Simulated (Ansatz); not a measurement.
Consider AlRu in the CsCl type structure (space group Pm-3m, No. 221; relaxed with 0.1 eV smearing).

```
AlRu
1.0
    2.97703     0.00000     0.00000
    0.00000     2.97703     0.00000
    0.00000     0.00000     2.97703
Al Ru
1 1
Direct
  0.50000   0.50000   0.50000
  0.00000   0.00000   0.00000
```

All numbers come from Ansatz (a first-principles code), PBEsol, PAW, cutoff 420 eV, no SOC.

For the base:

```
Item       Result
--------  -------
Pressure  0.0 GPa
```

One thing is altered: the cell is scaled by 0.9950 in all directions, atoms relaxed at fixed cell.

Estimate the effect on the energy relative to the base and pressure.

The energy grows by 2.1 meV/atom; the pressure goes from zero to 3.4 GPa.

The cells carry an imposed strain or load. Stability against distortions was not tested. The final runs are not spin-polarised.
